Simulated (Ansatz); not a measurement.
## F on the 1x1 (111) surface of fcc Ni, ferromagnetic, one in a 2x2 cell, started at the site 'bridge Ni-Ni (span 2.5 Å)'

The numbers are results of PBE (plane waves to 420 eV, PAW; Ansatz, an electronic-structure program), not measurements.

Slab: 17 atoms, 6.0 Å thick at the start under the adsorbate (thin: gaps and levels are the slab's own); k 7x7x1, smearing 0.1 eV, dipole-corrected; 8 atoms held, the rest relaxed; held to the start's symmetry, so lower structures may exist; spin-polarised, no spin-orbit, no U, no dispersion correction. At the end it is bonded to 3 Ni. In PBE it is, or lies within 0.03 eV of, the lowest of the starts that converged.

- adsorption energy against ½ F2(g): -64.9 kcal/mol
- work function of the top face: 5.69 eV
- change of the work function: 0.62 eV
- change of the step from the bottom to the top vacuum level, against the clean slab: 0.62 eV
- energy released by relaxation: 0.31 eV
- height of the binding atom over the mean of the host atoms within 0.3 Å of the top one: 1.463 Å
- magnetic moment of the cell: 10.93 μB
- nearest host atoms of the binding atom: Ni at 2.05 Å, Ni at 2.05 Å, Ni at 2.05 Å
- largest move of a host atom: 0.08 Å
- note: the adsorbate left its starting site by 0.7 Å
- cost: roughly 60 core-minutes

A negative adsorption energy means that the adsorbate is more stable on the surface than in its reference.
